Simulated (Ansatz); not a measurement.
Consider SiO₂ (space group P3_221, No. 154; a = 4.8658 Å, c = 5.3652 Å). Axes: x lies along a and z along c of the hexagonal cell.

Structures relaxed with LDA/PAW in Ansatz (a program for electronic structure), scalar-relativistic without spin-orbit coupling.

Base:

Simulated powder pattern, Co Kα, λ = 1.79026 Å (kinematic, ideal powder, no thermal factors, no anomalous dispersion; the 14 strongest lines at most, above 2 %, up to 2θ = 90°):

| 2θ (°) | I/Imax (%) | hkl |
|---|---|---|
| 24.53 | 20 | (100) |
| 31.34 | 100 | (011) |
| 43.18 | 8.8 | (110) |
| 46.60 | 9.2 | (102) |
| 47.65 | 4.1 | (111) |
| 50.28 | 6.1 | (200) |
| 54.31 | 2.9 | (201) |
| 59.56 | 12 | (112) |
| 65.40 | 5.0 | (022) |
| 71.78 | 11 | (121) |
| 81.63 | 7.1 | (122) |
| 82.07 | 7.5 | (203) |
| 82.41 | 6.2 | (031) |
| 88.91 | 3.7 | (104) |

It is then changed as follows: compressive biaxial strain of 0.75 % in the plane normal to [001], as in epitaxy on a mismatched substrate; the out-of-plane cell vector and the atoms relax.

Question: Where do the lines fall after the change?

Answer: 
Simulated powder pattern, Co Kα, λ = 1.79026 Å (kinematic, ideal powder, no thermal factors, no anomalous dispersion; the 14 strongest lines at most, above 2 %, up to 2θ = 90°):

```csv
2θ (°),d (Å),I/Imax (%),hkl
24.72,4.182,20,(100)
31.47,3.301,100,(011)
43.52,2.415,9.4,(110)
46.65,2.261,10,(102)
47.96,2.203,4.4,(111)
50.69,2.091,6.4,(200)
54.69,1.949,2.7,(201)
59.79,1.796,11,(112)
65.70,1.650,5.4,(022)
72.35,1.517,11,(121)
82.14,1.362,7.3,(122)
82.29,1.360,7.5,(203)
83.11,1.349,6.6,(031)
88.82,1.279,4.0,(104)
```

The indices refer to the base's conventional cell; one index is shown for lines that coincide.

Whether these cells are dynamically stable was not tested.
